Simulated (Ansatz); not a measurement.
Input and output of a relaxation of cell and atoms for CsGeI₃ (Cm, 5 atoms in the cell) (Ansatz, an electronic-structure program).

Level of theory: LDA (PW92), default PAW files made with PBE (plane waves; Ansatz).

The change in words: atoms on their sites; basis.ecutwfc: 420 eV → 250 eV; relax: default → cell and atoms. Reference geometry:
```
CsGeI3
1.0
    4.36642    -4.23686     0.00000
    4.36642     4.23686     0.00000
   -0.32524     0.00000     6.13785
Cs Ge I
1 1 3
Cartesian
  7.76475   0.00000   3.65052
  3.21067   0.00000   0.82333
  3.40573   0.00000   3.56468
  5.77152  -2.16554   0.57229
  5.77152   2.16554   0.57229
```

Reference input (self-consistent single point, DFT, LDA (PW92), plane waves, default PAW files made with PBE): basis.ecutwfc = 420 eV; kpoints.mp_grid.grid = 2 2 2; hamiltonian.xc = lda; hamiltonian.pseudopotentials = {kind: paw} (the program's default PAW files); scf.occupations.method = fixed. This run's input differs from it in these lines:

Ansatz 0.2 input:
```diff
@@ -7,3 +7,3 @@
   atoms:
-    - { symbol: Cs, position: [0.911293, 0.911293, 0.594756] }
+    - { symbol: Cs, position: [0.910990, 0.910990, 0.586610] }
     - { symbol: Ge, position: [0.372650, 0.372650, 0.134140] }
@@ -13,3 +13,3 @@
 basis:
-  ecutwfc: 420.0
+  ecutwfc: 250.0
 kpoints:
@@ -21,2 +21,4 @@
   occupations: { method: fixed }
+relax:
+  cell: {}
 output:
```

The program printed (abridged):

```
   [... SCF lines of the steps left out ...]
relax step   1: F+E_penalty+E_count = -31787.50170952 eV  Δ(F+E_penalty+E_count) = +0.000e0 eV  max|allowed force component| = 6.223e-1 eV/Å  Δτ_max = 0.0000 Å  P = -0.941 GPa  Ω = 227.100 Å³  (7 SCF iters, dr2 threshold 1.00e-7 eV, accepted)
relax step   2: F+E_penalty+E_count = -31788.25741062 eV  Δ(F+E_penalty+E_count) = -7.557e-1 eV  max|allowed force component| = 2.734e-1 eV/Å  Δτ_max = 0.1101 Å  P = +2.676 GPa  Ω = 221.733 Å³  energy of the carried Pulay correction = +7.269e-1 eV  [...]
   [... lines left out ...]
relax step 119: F+E_penalty+E_count = -31787.78759959 eV  Δ(F+E_penalty+E_count) = -2.540e-2 eV  max|allowed force component| = 5.431e-3 eV/Å  Δτ_max = 0.0096 Å  P = +0.004 GPa  Ω = 213.455 Å³  energy of the carried Pulay correction = +2.409e-2 eV  [...]
relax step 120: F+E_penalty+E_count = -31787.78016255 eV  Δ(F+E_penalty+E_count) = +7.437e-3 eV  max|allowed force component| = 5.522e-3 eV/Å  Δτ_max = 0.0000 Å  P = -0.119 GPa  Ω = 213.455 Å³  stress off target by 4.81e-1 GPa  SCF on the basis [...]
basis re-selected at this cell: Δ(F+E_penalty+E_count) = +7.437e-3 eV, ΔP = -0.123 GPa vs the last step
   [... lines left out ...]
Free energy (F): -31787.780163 eV
Fermi energy:    4.728132 eV
Error: variable-cell relaxation did not converge after 120 `relax_step` rows, as none of its last 26 fresh-basis SCF(s) at a relaxed cell met both thresholds with a finite energy. The last misses `relax.cell.stress_tol`: largest allowed force component 5.52e-3 eV/Å (`relax.f_tol` 1.00e-2 eV/Å), stress off the target on the free part of the cell 4.81e-1 GPa (`relax.cell.stress_tol` 5.00e-2 GPa), F+E_penalty+E_count -31787.78016255 eV. The closest is row 40, whose structure comes with this error. Larger ratio of force or stress to its threshold at each such SCF whose figures are numbers: 23.096, 19.732, 15.364, 13.659, 11.196, 8.734, 7.955, 7.450, 14.581, 13.590, 13.155, 12.239, [...]
   [... lines left out ...]
to start a new deck from the relaxed geometry:
  cell:  # Å, volume = 216.9754 Å³
    - [4.351900616420324, -4.105939447840675, -0.08812537071874459]
    - [4.351900616420324, 4.105939447840675, -0.08812537071874459]
    - [-0.4480333507905145, 0.0, 6.080474291396947]
  atoms:
    - { symbol: Cs, position: [0.8833791662407162, 0.8833791662407162, 0.6194712760905319] }
    - { symbol: Ge, position: [0.3645027302528064, 0.3645027302528064, 0.1531946055635654] }
    - { symbol: I, position: [0.4240223424921672, 0.4240223424921672, 0.5979007911225479] }
    - { symbol: I, position: [0.9154270364625906, 0.4366687245517196, 0.05871666361167735] }
    - { symbol: I, position: [0.4366687245517196, 0.9154270364625906, 0.05871666361167735] }
```

The relaxation ended unconverged. 

The starting cell comes from a database of computed structures (which also holds hypothetical and non-ambient phases and stackings), without a prior relaxation at this level. Its lattice was rescaled by up to half a per cent. The cutoff lies below the one recommended for these files.

Cost on one core of a shared machine: roughly 4 min.
